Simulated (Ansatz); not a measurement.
Cubic perovskite BaHfO3, treated with PBEsol-D3(BJ) in Ansatz (plane waves, PAW).

The input as run:

Ansatz 0.2 input:
```yaml
crystal:
  lattice:
    - [4.2158242644, 0.0, 0.0]
    - [0.0, 4.2158242644, 0.0]
    - [0.0, 0.0, 4.2158242644]
  atoms:
    - { symbol: Ba, position: [0.0, 0.0, 0.0] }
    - { symbol: Hf, position: [0.5, 0.5, 0.5] }
    - { symbol: O, position: [0.5, 0.0, 0.5] }
    - { symbol: O, position: [0.0, 0.5, 0.5] }
    - { symbol: O, position: [0.5, 0.5, 0.0] }
basis:
  ecutwfc: 520
  ecutrho_ratio: 4
  xc_grid: 2
kpoints:
  mp_grid: { grid: [8, 8, 8] }
hamiltonian:
  xc: pbesol
  dispersion: d3bj
  pseudopotentials: { kind: paw }
scf:
  occupations: { method: fermi_dirac, width: 0.01 }
  convergence: { dr2_threshold: 0.0000000005 }
output:
  forces: true
  stress: true
  eigenvalues: true
```

Question: How many irreducible k-points, plane waves at Γ does the program set up, and what pressure does the run end with?

Answer: 35 irreducible k-points, 2007 plane waves at Γ; P = -9.04 GPa, so the cell is stretched on average and its volume would shrink at this level.

Output (set-up and result lines):

```
Crystal: 5 atoms, lattice volume = 74.929 Å³
Basis set: ecut = 520 eV, 2007 PW (Γ), exchange–correlation on 64×64×64 points (8 copies of the dense FFT grid, shifted against one another)
Bands: 33, of which v1, the nominal top of the filled ones, is band 27 counted from 1 (26 counted from 0)
Symmetry: 48 space group operations
Space group: Pm-3m (ITA 221), of the structure as read, at distance tolerance 4.2e-5 Å
k-points: 35 of 512
Functional: x = pbesol(κ = 0.804, μ = 0.12345679012345678), c = pbesol(β = 0.046)
SCF iter   1: F=—  HF=-23153.793526 eV  |F-HF|=—  |Δ(HF+E_count)|=         —  Δρ=1.60e-2  dr2=1.69e-1
SCF iter   2: F=—  HF=-23153.752932 eV  |F-HF|=—  |Δ(HF+E_count)|=   4.06e-2  Δρ=3.84e-3  dr2=5.25e-3
  ...
SCF iter   8: F=—  HF=-23153.751737 eV  |F-HF|=—  |Δ(HF+E_count)|=   1.65e-8  Δρ=2.04e-6  dr2=3.52e-9
SCF iter   9: F=-23153.751737 eV  HF=-23153.751737 eV  |F-HF|=1.31e-10  |Δ(HF+E_count)|=  4.84e-10  Δρ=3.97e-7  dr2=8.50e-11
SCF 1 converged in 9 iterations: F = -23153.751737 eV  dr2 = 8.50e-11
SCF converged after 9 iterations
Free energy (F): -23153.751737 eV
Internal energy: -23153.751737 eV  (E = F + TS)
E sigma→0 (E₀):  -23153.751737 eV
Fermi energy:    12.726778 eV
--- Forces (eV/Å), atoms counted from 1 ---
  atom   1  Ba    -0.00000000     0.00000000     0.00000000
  atom   2  Hf     0.00000000    -0.00000000     0.00000000
  atom   3  O     -0.00000000    -0.00000000    -0.00000000
  atom   4  O      0.00000000     0.00000000     0.00000000
  atom   5  O     -0.00000000    -0.00000000    -0.00000000
--- Stress (GPa, compression-positive) ---
       -9.041807       0.000000       0.000000
        0.000000      -9.041807       0.000000
        0.000000       0.000000      -9.041807
  P = ⅓ Tr σ = -9.0418 GPa (-90.418 kbar)
```

The cell is one volume of an energy–volume scan, off the minimum.

The PAW data were made under PBE.

The result took about 7 core-seconds (a rough figure).

Ansatz is a quantum-chemistry and plane-wave program.
